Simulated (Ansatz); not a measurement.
Start from C in the diamond structure (space group Fd-3m, No. 227).

```
C
1.0
    0.00000     1.78014     1.78014
    1.78014     0.00000     1.78014
    1.78014     1.78014     0.00000
C
2
Direct
  0.50000   0.50000   0.50000
  0.75000   0.75000   0.75000
```

Level of theory: plane-wave PAW DFT at the r2SCAN level (Ansatz, a first-principles code, 500 eV), no spin-orbit coupling, earlier PAW set.

Before the change:

The smallest direct gap is 5.89 eV.

One thing is altered: a hydrostatic pressure of 10 GPa.

Problem. How does this affect the mean gap deformation potential ΔEg/Δln V and smallest direct gap?

Solution. The mean gap deformation potential ΔEg/Δln V comes out as -2.4 eV; the smallest direct gap grows by 0.06 eV, from 5.89 eV to 5.95 eV.

Load acts through the strain it causes; cell and atoms are relaxed under it. Stability against distortions was not tested. No other phases were tried under pressure.
